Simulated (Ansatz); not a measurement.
A self-consistent single point of SiNi (R3, 8 atoms in the cell) with Ansatz (a quantum-chemistry and plane-wave program).

Method: LDA (PW92), default PAW files made with PBE (plane waves; Ansatz).

```
CELL_PARAMETERS angstrom
      4.52621     0.00000     0.00000
      0.00000     4.52621     0.00000
      0.00000     0.00000     4.52621
ATOMIC_POSITIONS crystal
  Si 0.65317 0.15317 0.34683
  Si 0.85321 0.85321 0.85321
  Si 0.15317 0.34683 0.65317
  Si 0.34683 0.65317 0.15317
  Ni 0.35050 0.85050 0.64950
  Ni 0.14950 0.14950 0.14950
  Ni 0.85050 0.64950 0.35050
  Ni 0.64950 0.35050 0.85050
```

Reference input (self-consistent single point, DFT, LDA (PW92), plane waves, default PAW files made with PBE): basis.ecutwfc = 420 eV; kpoints.mp_grid.grid = 7 7 7; hamiltonian.xc = lda; hamiltonian.pseudopotentials = {kind: paw} (the program's default PAW files); scf.occupations.method = gaussian; scf.occupations.width = 0.1 eV. This run's input differs from it in these lines:

Ansatz 0.2 input:
```diff
@@ -23,3 +23,3 @@
 scf:
-  occupations: { method: gaussian, width: 0.1 }
+  occupations: { method: tetrahedron }
 output:
```

Output, abridged:

```
SCF iter   1: F=—  HF=-25531.924928 eV  |F-HF|=—  |Δ(HF+E_count)|=         —  Δρ=1.48e-2  dr2=8.35e-2  ethr=1.77e-3  ⟨swp⟩=6.5  Hψ=12292  notcnv=0
all-band conjugate gradients solve this SCF's bands
preconditioner: auto → Kerker (q_TF=auto, 2.705 Å⁻¹)
SCF iter   2: F=—  HF=-25531.926078 eV  |F-HF|=—  |Δ(HF+E_count)|=   1.15e-3  Δρ=1.32e-2  dr2=1.23e-1  ethr=9.49e-5  ⟨swp⟩=3.0  Hψ=6810  notcnv=0  defer=137
SCF iter   3: F=—  HF=-25531.908438 eV  |F-HF|=—  |Δ(HF+E_count)|=   1.76e-2  Δρ=3.48e-3  dr2=4.16e-3  ethr=9.49e-5  ⟨swp⟩=2.0  Hψ=4658  notcnv=0  defer=137
   [... lines left out ...]
SCF iter   8: F=—  HF=-25531.907357 eV  |F-HF|=—  |Δ(HF+E_count)|=   5.72e-7  Δρ=4.39e-5  dr2=1.08e-6  ethr=7.18e-9  ⟨swp⟩=2.0  Hψ=3391  notcnv=0  defer=137
SCF iter   9: F=-25531.907357 eV  HF=-25531.907357 eV  |F-HF|=4.35e-9  |Δ(HF+E_count)|=   8.78e-8  Δρ=2.86e-6  dr2=6.14e-9  ethr=1.14e-10  ⟨swp⟩=6.0  Hψ=14256  notcnv=0
the band table was not solved further: it holds the bands as the self-consistency loop left them (on a frozen-density pass, as that pass's own solve left …
SCF 1 converged in 9 iterations: F = -25531.907357 eV  dr2 = 6.14e-9
Stability not checked (fill_not_monotonic)
Free energy (F): -25531.907357 eV
Internal energy: -25531.906494 eV  (E = F + TS)
E sigma→0 (E₀):  -25531.907357 eV
Entropy (-TS):   -0.000863 eV (-0.108 meV/atom)
Fermi energy:    15.811034 eV
--- Forces (eV/Å), atoms counted from 1 ---
  atom   1  Si     0.03000036     0.06485156     0.00614879
  atom   2  Si    -0.31662831    -0.31662831    -0.31662831
  atom   3  Si     0.06485156     0.00614879     0.03000036
  atom   4  Si     0.00614879     0.03000036     0.06485156
   [... lines left out ...]
  atom   8  Ni    -0.00072024     0.11619711     0.03378141
--- Stress (GPa, compression-positive) ---
      -11.681632       0.152942       0.152942
        0.152942     -11.681632       0.152942
        0.152942       0.152942     -11.681632
  P = ⅓ Tr σ = -11.6816 GPa (-116.816 kbar)
  The stress holds the Pulay correction. Without it, at fixed plane waves, as pw.x and ABINIT print it: P = -11.7625 GPa
```

The run converged in 9 iterations. Against the reference run the free energy goes up by 1.1 meV/atom, the pressure hardly changes (-11.69 to -11.68 GPa) and the largest force moves little (0.549 to 0.548 eV/Å).

The starting cell comes from a database of computed structures (which also holds hypothetical and non-ambient phases and stackings), without a prior relaxation at this level. Its lattice was rescaled by up to half a per cent. One atom was moved a little off its site on purpose. Spin polarisation is off. With a pressure of about -12 GPa the cell is away from its equilibrium volume at this level. Ansatz's pressure includes its estimate of the finite-basis (Pulay) stress.

Cost on one core of a shared machine: roughly 60 s.
